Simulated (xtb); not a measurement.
xtb 6.7.1, GFN1-xTB: Co(Br)(OH)(NH3)2 ([NH3]->[Co](<-[NH3])([OH])[Br]), charge 0, multiplicity 4, 12 atoms. The geometry is a generated start, not checked to be a minimum at this level.

| Item | Result |
|---|---|
| run flags | --grad |
| method | GFN1-xTB |
| --acc | 1 (default) |
| --etemp (K) | 300 (default) |
| basis functions | 46 |
| valence electrons | 39 |

```xyz
12

Co    -0.5668     0.5176     0.3853
Br    -1.5537     1.8110    -1.1111
O     -0.3687     0.0019     2.0285
H     -0.3287    -0.1780     2.9623
N      1.6303     1.1214    -0.2184
H      2.3415     0.6713     0.3471
H      1.7047     2.1242    -0.0768
H      1.8208     0.9373    -1.1969
N     -1.0880    -1.5203    -0.6668
H     -1.8472    -1.9401    -0.1410
H     -0.3253    -2.1861    -0.6988
H     -1.4187    -1.3601    -1.6131
```

Charge 0 and multiplicity 4 are set for this test and not shown to be the ground state. GFN-xTB has no spin term: --uhf 3 sets the occupations alone.

One run each on 1 thread. Values of broydamp tried: 0.02, 0.05, 0.1, 0.2, 0.4 (default), 0.6, 0.8, 1.

Q: How does the count of SCC iterations change with broydamp, and where is it least?

A: Fewest SCC iterations, within one of each other: 0.2 with 17, 0.4 (default) with 17, 0.6 with 16. The count rises to 30 at 1. All converge to one solution.

```csv
broydamp,SCC iterations,end
0.02,24,same solution
0.05,23,same solution
0.1,24,same solution
0.2,17,same solution
0.4 (default),17,same solution
0.6,16,same solution
0.8,21,same solution
1,30,same solution
```
